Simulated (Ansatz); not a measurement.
The starting structures come from a database of crystals and need not be the phases stable at ambient conditions.

By PBEsol, the system below comes out a metal.

Consider the following.

```xyz
3
Lattice="4.2459 0.0000 0.0000 0.0000 4.2459 0.0000 2.1230 -2.1230 3.0023" Properties=species:S:1:pos:R:3 pbc="T T T"
Al     4.2459     2.1230     1.5012
Al     2.1230     0.0000     1.5012
Au     0.0000     0.0000     0.0000
```

Space group of this cell: Fm-3m. The cell is taken as given.

The current runs along the normal of the first two printed vectors, the (001) plane. All runs by Ansatz (a program for electronic structure), plane waves and PAW, without spin-orbit coupling; the base is PBEsol.

```
run                                                      mean pressure (GPa)  G/A, both spins (10¹⁵ S/m²)
-------------------------------------------------------  -------------------  ---------------------------
base                                                                    -0.1                         0.72
all lengths scaled by 0.98                                               7.9                         0.74
all lengths scaled by 1.02                                              -6.0                            …
lengths across the current scaled by 0.98, ions clamped                  5.0                         0.74
lengths across the current scaled by 1.02, ions clamped                 -4.2                            …
lengths along the current scaled by 0.97, ions clamped                   3.7                         0.73
lengths along the current scaled by 1.03, ions clamped                  -3.2                         0.73
```

**Question.** Complete the blanks.

**Answer.** 
- all lengths scaled by 1.02, G/A, both spins (10¹⁵ S/m²): 0.70
- lengths across the current scaled by 1.02, ions clamped, G/A, both spins (10¹⁵ S/m²): 0.70
